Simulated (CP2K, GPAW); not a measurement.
A GPAW input for a self-consistent single point of YBrO (P4/nmm, 6 atoms in the cell) (DFT LDA (Perdew-Wang 92), plane waves, GPAW PAW datasets LDA (gpaw-data 1.0.1)):

```python
from ase import Atoms
from ase.units import GPa
from gpaw import GPAW

atoms = Atoms(['Y', 'Y', 'Br', 'Br', 'O', 'O'],
              cell=[[3.818209, 0.000000, 0.000000],
                    [0.000000, 3.818209, 0.000000],
                    [0.000000, 0.000000, 8.592185]],
              positions=[[0.000000, 1.909104, 1.118617],
                         [1.909104, 0.000000, 7.473568],
                         [0.000000, 1.909104, 5.832203],
                         [1.909104, 0.000000, 2.759982],
                         [0.000000, 0.000000, 0.000000],
                         [1.909104, 1.909104, 0.000000]],
              pbc=True)

calc = GPAW(mode={'name': 'pw', 'ecut': 900},
            xc='LDA',
            kpts=(7, 7, 3),
            occupations={'name': 'fermi-dirac', 'width': 0.05},
            nbands=-8,
            convergence={'density': 1e-05, 'bands': -6},
            symmetry={'symmorphic': False, 'tolerance': 0.0005},
            maxiter=120,
            txt='-')

atoms.calc = calc

energy = atoms.get_potential_energy()
print('Energy (eV):', round(energy, 6))
forces = atoms.get_forces()
print('Forces (eV/Ang):')
print(forces.round(5))
stress = atoms.get_stress()
print('Stress (GPa, Voigt):', (stress / GPa).round(4))
```

### Question
Translate this input to CP2K.

### Answer
One input that does it (others would too):

```
&GLOBAL
  PROJECT ybro
  RUN_TYPE ENERGY_FORCE
  PRINT_LEVEL MEDIUM
&END GLOBAL
&FORCE_EVAL
  METHOD Quickstep
  STRESS_TENSOR ANALYTICAL
  &DFT
    BASIS_SET_FILE_NAME BASIS_MOLOPT
    POTENTIAL_FILE_NAME GTH_POTENTIALS
    &QS
      METHOD GPW
      EPS_DEFAULT 1E-10
    &END QS
    &MGRID
      CUTOFF 500
      REL_CUTOFF 50
      NGRIDS 5
    &END MGRID
    &SCF
      SCF_GUESS ATOMIC
      EPS_SCF 1E-6
      MAX_SCF 100
      ADDED_MOS 9
      &DIAGONALIZATION
        ALGORITHM STANDARD
      &END DIAGONALIZATION
      &MIXING
        METHOD BROYDEN_MIXING
        ALPHA 0.4
        NBUFFER 12
        BETA 1
      &END MIXING
      &SMEAR ON
        METHOD FERMI_DIRAC
        ELECTRONIC_TEMPERATURE [K] 580.23
      &END SMEAR
    &END SCF
    &KPOINTS
      SCHEME MONKHORST-PACK 7 7 3
    &END KPOINTS
    &XC
      &XC_FUNCTIONAL PADE
      &END XC_FUNCTIONAL
    &END XC
    &PRINT
      &MO
        EIGENVALUES T
        OCCUPATION_NUMBERS T
        NDIGITS 8
        FILENAME mo
        &EACH
          QS_SCF 0
        &END EACH
        ADD_LAST NUMERIC
      &END MO
      &MULLIKEN ON
      &END MULLIKEN
    &END PRINT
  &END DFT
  &SUBSYS
    &CELL
      A 3.81820900 0.00000000 0.00000000
      B 0.00000000 3.81820900 0.00000000
      C 0.00000000 0.00000000 8.59218500
      PERIODIC XYZ
    &END CELL
    &COORD
      SCALED
      Y        0.00000000     0.50000000     0.13019000
      Y        0.50000000     0.00000000     0.86981000
      Br       0.00000000     0.50000000     0.67878000
      Br       0.50000000     0.00000000     0.32122000
      O        0.00000000     0.00000000     0.00000000
      O        0.50000000     0.50000000     0.00000000
    &END COORD
    &KIND Y
      BASIS_SET DZVP-MOLOPT-SR-GTH-q11
      POTENTIAL GTH-PADE-q11
    &END KIND
    &KIND Br
      BASIS_SET DZVP-MOLOPT-SR-GTH-q7
      POTENTIAL GTH-PADE-q7
    &END KIND
    &KIND O
      BASIS_SET DZVP-MOLOPT-SR-GTH-q6
      POTENTIAL GTH-PADE-q6
    &END KIND
  &END SUBSYS
  &PRINT
    &FORCES ON
    &END FORCES
    &STRESS_TENSOR ON
    &END STRESS_TENSOR
  &END PRINT
&END FORCE_EVAL
```

Basis, cutoffs, solver keys and any potentials are the target program's own. This input uses DFT LDA (Pade form), GPW, DZVP-MOLOPT-SR-GTH basis, GTH-PADE potentials (GTH_POTENTIALS). LDA parametrisations can differ slightly between programs.

The starting cell comes from a database of computed structures (which also holds hypothetical and non-ambient phases and stackings), without a prior relaxation at this level. Its lattice was rescaled by a random factor within 2.5 % of one.
